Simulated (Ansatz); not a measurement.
## C under a change: Ru on a C site, symmetric start

Base system: a 16-atom supercell of C in the diamond structure (space group Fd-3m, No. 227; a = 3.560 Å) at its relaxed geometry.

The change: a neutral Ru on a C site, symmetric start, atoms relaxed at fixed cell.

Computed with plane-wave PAW DFT at the r2SCAN level (Ansatz, a quantum-chemistry and plane-wave program, 500 eV), without spin-orbit coupling. Settings: 6×6×6 k-points, 0.01 eV Fermi–Dirac smearing.

The pressure goes from zero to 72.5 GPa and the energy gained by relaxation comes out as 7.59 eV. The largest displacement of a host atom from its site in the perfect cell amounts to 0.19 Å.

The magnetic state is the one reached from the starting moments; the real material's order can differ, and small cells can't hold many antiferromagnetic ones. In so small a cell the defect repeats every few ångströms: this is an ordered compound, not a dilute defect. The defect started on the symmetric site and kept its symmetry, so it may sit on a saddle. Starting moments died away, wholly or in part, for Ru on a C site; another magnetic solution may exist. The defect cell is spin-polarised and ends with 0.0 μB.
